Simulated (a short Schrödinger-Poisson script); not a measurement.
Structure: symmetric double-gate stack, SiO2 on p-type Si(100), at 300 K.

```tsv
layer	material	thickness (nm)	Na (cm⁻³)
1	SiO2	1.4	-
2	Si	8	4e17
3	SiO2	1.4	-
```

Constants are typed, rounded textbook-type inputs, not results; the design itself was drawn at random and stands for no fabricated device. SiO2: permittivity 3.9, conduction-band edge (eV) 3.15, gap (eV) 9, electron mass (mₑ) 0.5. Si: permittivity 11.7, conduction-band edge (eV) 0, gap (eV) 1.124, Nv at 300 K (cm⁻³) 3.1e19.

Channel valleys (confinement mass, in-plane density-of-states mass, number): Δ2 0.916, 0.19, 2; Δ4 0.19, 0.417, 4. At the gates, both at one voltage, the conduction-band edge of layer 1 lies 3.29 eV − eVg above the Fermi level of the channel. Gaps are held at their typed values at every temperature. Mesh 0.03 nm at interfaces.

Solved with a short Schrödinger-Poisson script written for these runs: 1D Poisson equation in equilibrium, electrons quantum, Hartree (BenDaniel-Duke, 12 states a valley, the channel's in-plane mass for all, wave functions ending at the dielectric), parabolic valleys, classical holes, full ionisation, no traps, pinning or gate leakage.

List the lowest subbands of each valley and their electrons at Vg = 0.85 V.


```csv
valley,subband,energy from the Fermi level (meV),electrons (cm⁻²),share (%)
Δ2,0,-19.9,4.72e12,30.5
Δ2,1,-18.9,4.61e12,29.8
Δ2,2,39.6,8.02e11,5.2
Δ4,0,31.5,4.66e12,30.1
Δ4,1,95.8,4.37e11,2.8
Δ4,2,247.0,1.28e9,0.0
```

All electrons: 1.55e13 cm⁻².
